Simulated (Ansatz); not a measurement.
Phonon-limited electron mobility of Si (Fd-3m) in cm²/(V·s), PBE, finite-displacement electron-phonon coupling, linearised Boltzmann equation (Ansatz, a program for electronic structure). Condition of this run: hydrostatic pressure -3 GPa (the target of the relaxation). Geometry: relaxed with this functional, without spin-orbit coupling.

```tsv
Condition	μ
150 K	6000
200 K	3100
250 K	[?]
300 K	1220
350 K	[?]
400 K	628
500 K	379
600 K	252
```

Task: Some entries are withheld; supply them.

Result: 
- 250 K, μ: 1860
- 350 K, μ: 852

Task: What exponent p of μ ∝ T^−p fits 200 to 400 K (along x)?

Result: p ≈ 2.3; acoustic deformation-potential scattering alone gives 1.5.

Scattering by harmonic phonons alone: no impurities, screening or carrier-carrier scattering, bands fixed at 0 K. From a coarser fine mesh the values given move by up to 5 %. The mesh was bound by memory.
